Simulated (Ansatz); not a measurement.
Take Ta in the bcc (W type) structure (space group Im-3m, No. 229; a = 3.254 Å; relaxed with 0.1 eV smearing) as the base. Axes: x, y, z lie along the cube axes.

Calculations: LDA (Ansatz, an electronic-structure program, PAW, no SOC).

Strains are applied to the cell and any free atomic positions relax; under biaxial strain the out-of-plane vector relaxes too.

One change was made to it. Results:

The pressure (mean of the normal stresses, compression positive) goes from zero to -1.7 GPa; the energy rises by 2.8 meV/atom.

### Question
What was done to the base?
A) biaxial strain −0.50 %, plane normal [001], relaxed out of plane
B) biaxial strain −2.00 %, plane normal [001], relaxed out of plane
C) biaxial strain +3.00 %, plane normal [001], relaxed out of plane
D) biaxial strain +1.00 %, plane normal [001], relaxed out of plane
E) biaxial strain −2.50 %, plane normal [001], relaxed out of plane

### Answer
D, biaxial strain +1.00 %, plane normal [001], relaxed out of plane. For comparison, the energy relative to the base in the other runs: biaxial strain −0.50 %, plane normal [001], relaxed out of plane gives +0.7 meV/atom; biaxial strain −2.00 %, plane normal [001], relaxed out of plane gives +12 meV/atom; biaxial strain +3.00 %, plane normal [001], relaxed out of plane gives +23 meV/atom; biaxial strain −2.50 %, plane normal [001], relaxed out of plane gives +20 meV/atom.

Stability against distortions was not tested. The final runs are not spin-polarised.
